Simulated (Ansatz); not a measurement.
System: SnSe (Fm-3m, No. 225, 2 atoms in the cell; start mp-2693; another space group than a measured phase of this formula). Method: LDA (Ansatz, a program for electronic structure, plane waves, PAW).

Input:

Ansatz 0.2 input:
```yaml
crystal:
  lattice:
    - [0.0, 2.928523747, 2.928523747]
    - [2.928523747, 0.0, 2.928523747]
    - [2.928523747, 2.928523747, 0.0]
  atoms:
    - { symbol: Sn, position: [0.0, 0.0, 0.0] }
    - { symbol: Se, position: [0.5, 0.5, 0.5] }
basis:
  ecutwfc: 520
  ecutrho_ratio: 4
  xc_grid: 2
kpoints:
  mp_grid: { grid: [10, 10, 10] }
hamiltonian:
  xc: lda
  dispersion: none
  pseudopotentials: { azcp: { folder: ./paw }, kind: paw }
scf:
  occupations: { method: fermi_dirac, width: 0.01 }
output:
  forces: true
  stress: true
  eigenvalues: true
relax:
  f_tol: 0.004
  escape_saddle: false
  max_steps: 80
```

From the output:

```
WARN output.stress: scf.convergence.dr2_threshold = 1e-7 eV (the SCF's general default) is looser than the 2e-10 eV advised for a printed stress (1e-10 eV for …
Relaxation: its limit of steps is 80 (relax.max_steps)
Crystal: 2 atoms, lattice volume = 50.232 Å³
Basis set: ecut = 520 eV, 1363 PW (Γ), exchange–correlation on 64×64×64 points (8 copies of the dense FFT grid, shifted against one another)
Bands: 19, of which v1, the nominal top of the filled ones, is band 15 counted from 1 (14 counted from 0)
Symmetry: 48 space group operations
Space group: Fm-3m (ITA 225), of the structure as read, at distance tolerance 3.7e-5 Å
k-points: 47 of 1000
Initial density: superposition of atomic densities (chi_scale 0.1, normalization cell, long waves kept (reshape's long-wave potential 0.00 eV rms))
Functional: x = slater, c = lda
SCF iter   1: F=—  HF=-11263.860576 eV  |F-HF|=—  |Δ(HF+E_count)|=         —  Δρ=2.47e-2  dr2=3.61e-1
SCF iter   2: F=—  HF=-11263.731050 eV  |F-HF|=—  |Δ(HF+E_count)|=   1.30e-1  Δρ=9.18e-3  dr2=4.25e-2
  ...
SCF iter   6: F=—  HF=-11263.714278 eV  |F-HF|=—  |Δ(HF+E_count)|=   9.71e-8  Δρ=1.95e-5  dr2=7.17e-8
SCF iter   7: F=-11263.714278 eV  HF=-11263.714278 eV  |F-HF|=9.28e-10  |Δ(HF+E_count)|=   1.03e-7  Δρ=1.12e-6  dr2=1.25e-9
SCF 1 converged in 7 iterations: F = -11263.714278 eV  dr2 = 1.25e-9
relax step   1: F+E_penalty+E_count = -11263.71427809 eV  Δ(F+E_penalty+E_count) = +0.000e0 eV  max|allowed force component| = 2.925e-30 eV/Å  Δτ_max = 0.0000 Å  (7 SCF iters, accepted)
SCF converged after 7 iterations
Free energy (F): -11263.714278 eV
Internal energy: -11263.714278 eV  (E = F + TS)
E sigma→0 (E₀):  -11263.714278 eV
Fermi energy:    10.051667 eV
--- Forces (eV/Å), atoms counted from 1 ---
  atom   1  Sn    -0.00000000     0.00000000    -0.00000000
  atom   2  Se    -0.00000000    -0.00000000     0.00000000
--- Stress (GPa, compression-positive) ---
        1.252031       0.000000      -0.000000
        0.000000       1.252031       0.000000
        0.000000       0.000000       1.252031
  P = ⅓ Tr σ = 1.2520 GPa (12.520 kbar)
```

The cell is one volume of an energy–volume scan, off the minimum.

The PAW data were made under PBE.

Note: the relaxation could not lower the start's symmetry, so the cell can be a saddle point above a distorted one.

A start named mp-… is a Materials Project structure, which need not be a measured phase.
